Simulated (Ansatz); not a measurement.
Start from CdTe in the zinc blende structure (space group F-43m, No. 216; a = 6.4086 Å). Axes: x, y, z lie along the cube axes.

Calculations: LDA (Ansatz, an electronic-structure program, PAW, no spin-orbit coupling).

For the base:

The pressure is 0.00 GPa, the volume per atom is 32.90 Å³ and the gap character is direct at Γ.

Modification: tensile biaxial strain of 3.00 % in the plane normal to [001], as in epitaxy on a mismatched substrate; the out-of-plane cell vector and the atoms relax.

Problem. Estimate the effect on the pressure.

Solution. The pressure (mean of the normal stresses, compression positive) goes from zero to -0.80 GPa.

Problem. How does this affect the volume per atom?

Solution. The volume per atom rises by 0.53 Å³ to 33.43 Å³.

Problem. How does this affect the gap character?

Solution. The gap character is still direct at Γ.

Spin-orbit coupling, missing from the scalar runs, can matter with Te. Whether these cells are dynamically stable was not tested. Labels are those of the standard path for the cell's own space group.
